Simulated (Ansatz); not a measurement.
**Pt3InN (model structure, started from the Ni3MgC type, Pm-3m, No. 221, 5 atoms in the cell)**

Method: PBE (PAW; Ansatz, a program for electronic structure).

Run with plane-wave cutoff 520 eV, 14×14×14 k mesh, Fermi–Dirac smearing 0.05 eV, scalar-relativistic PAW data made under PBE.

Cell (relaxed at this level):

InPt₃N is modelled in the cubic space group Pm-3m (No. 221), the anti-perovskite structure, Pearson symbol cP5. Lattice parameters: a = 4.261 Å, b = 4.261 Å, c = 4.261 Å, α = 90.00°, β = 90.00°, γ = 90.00°. In on 1a sees 12 Pt at 3.013 Å (cuboctahedral). Pt on 3c is coordinated by 2 N at 2.130 Å and 8 Pt at 3.013 Å and 4 In at 3.013 Å. N on 1b sees 6 Pt at 2.130 Å (octahedral). (Neighbours: up to the widest gap in distance over summed covalent radii, below 1.35, at either atom; cation-cation and far metal-metal contacts left out.)

```yaml
band_gap: zero (no gap)
bulk modulus B0: 182 GPa
```

Note: the bulk modulus is −V dP/dV from two relaxed cells at ±2 % in volume; the relaxation could raise the start's symmetry but not lower it, so the cell can be a saddle point.

Spin–orbit coupling is not included; it can open a gap where bands touch, and shift volumes and moduli.

Computed values are for the static lattice.

Cost on a shared machine: very roughly 2.9 core-minutes.

A model structure was made by putting elements into a prototype or built by hand; it is no filed structure, need not be a known phase, and can be a saddle point held by its symmetry.
